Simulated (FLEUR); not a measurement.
## A short convergence ladder for NdCuSi (P3m1, 3 atoms in the cell)

```yaml
crystal:
  lattice:
    - [4.10529, 0.00000, 0.00000]
    - [-2.05265, 3.55529, 0.00000]
    - [0.00000, 0.00000, 4.11554]
  atoms:
    - { symbol: Nd, position: [0.66667, 0.33333, 0.01215], spin: 3.0 }
    - { symbol: Si, position: [0.33333, 0.66667, 0.50000] }
    - { symbol: Cu, position: [0.00000, 0.00000, 0.50000] }
```
(The spins are starting values, not results.)

Base method: FLEUR with LDA (Perdew-Zunger), all-electron FLAPW (FLEUR), scalar-relativistic valence.

Base settings: Kmax = 4 1/bohr; GmaxXC = 14 1/bohr; xcFunctional = pz; jspins = 2; l_soc = F; mode = hist; fermiSmearingEnergy = 0.00367493 Htr; mesh (inpgen div1-3) = 3 3 3; inpgen gamma flag = false; Gmax = 14 1/bohr.

Core times come from one kind of shared machine, to one figure; runs under 30 s give none.

**The basis cutoff**

Moved along: Gmax, GmaxXC.

The second cell is the first with its lattice scaled by 0.98.

The mesh stays at the base's, so the ladder's end is converged at best in this setting alone.

Only quantities that move along the ladder and can be compared are tabulated.

| Kmax | free energy less the last step's (meV/atom) | energy of the compressed cell less the first (meV/atom) | largest difference of a force vector from the last step's (eV/Å) | net moment (μB/atom) | core time / last (rough) |
|---|---|---|---|---|---|
| 2.37 1/bohr | 1867.65 | -36.18 | 0.112 | 1.259 | 0.6 |
| 2.68 1/bohr | 586.82 | -49.56 | 0.047 | 1.185 | 0.5 |
| 3.58 1/bohr | 14.09 | -17.48 | 0.000 | 1.183 | 0.8 |
| 4 1/bohr | 0.00 | -18.18 | 0.000 | 1.182 | 1 |

Coarsest Kmax that holds the net moment within 0.02 μB/atom of the last step, with all finer ones: 2.68 1/bohr; the step before is off by 0.077 μB/atom.

Coarsest Kmax that holds the free energy within 5 meV/atom: not settled: the last two steps still differ by 14 meV/atom, over half the tolerance, so the ladder does not show it.

Coarsest Kmax that holds the forces within 0.01 eV/Å of the last step, with all finer ones: 3.58 1/bohr; the step before is off by 0.047 eV/Å.

On the base run: the starting cell comes from a database of computed structures (which also holds hypothetical and non-ambient phases and stackings), without a prior relaxation at this level. Its lattice was rescaled by up to half a per cent. One atom was moved a little off its site on purpose. With one magnetic atom in the cell only a parallel order is possible. With U or open f shells several self-consistent states can exist. The f electrons are in the valence without U or exact exchange, which can misplace them near the Fermi level. Spin-orbit terms, which matter for f shells, are left out. Values depend on the basis (sphere radii, cutoffs, local orbitals), which need not be converged.
